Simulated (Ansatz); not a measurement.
**PBE against r2SCAN: HfO2, biaxial strain −0.47 %, plane normal [001], relaxed out of plane**

Start from HfO₂ (space group P2_1/c, No. 14).

```xyz
12
Lattice="5.1612 0.0000 0.0000 0.0000 5.2118 0.0000 -0.8981 0.0000 5.2764" Properties=species:S:1:pos:R:3 pbc="T T T"
Hf     1.2360     0.2235     1.0994
Hf     3.4761     2.8294     1.5388
Hf     3.0271     4.9883     4.1770
Hf     0.7870     2.3824     3.7376
O      0.0336     1.7129     1.8385
O      4.6785     4.3188     0.7997
O      4.2295     3.4990     3.4379
O     -0.4154     0.8931     4.4767
O      1.8902     3.9464     2.5149
O      2.8220     1.3405     0.1233
O      2.3729     1.2654     2.7615
O      1.4411     3.8713     5.1531
```

Cartesian axes are those of the cell as printed.

(Cell as relaxed with PBE.)

Levels (all Ansatz, a quantum-chemistry and plane-wave program, PAW): PBE (420 eV, no spin-orbit coupling); r2SCAN (500 eV, no spin-orbit coupling).

Each level relaxes its own structure.

```json
[
 {"base": "volume per atom", "PBE": "11.83 Å³", "r2SCAN": "11.53 Å³"},
 {"base": "band gap", "PBE": "4.04 eV", "r2SCAN": "4.59 eV"}
]
```

The change: biaxial strain −0.47 %, plane normal [001], relaxed out of plane (Cartesian); in-plane vectors clamped, the third vector and the atoms free.

```csv
quantity,PBE,r2SCAN
"valence-band top at Γ (three highest levels, from the VBM)","0.00, -0.18, -0.47 eV","0.00, -0.18, -0.50 eV"
band gap,4.07 eV,4.61 eV
"pressure (mean of the normal stresses, compression positive)",1.24 GPa,1.37 GPa
out-of-plane strain,+0.43 %,+0.46 %
```

PBE's band gap lies 0.548 eV below r2SCAN's; PBE's pressure lies 0.13 GPa below r2SCAN's. Neither level is exact; r2SCAN is the comparison here, not a measurement.

With Hf present, leaving out spin-orbit coupling can change the band edges. Stability against distortions was not tested.
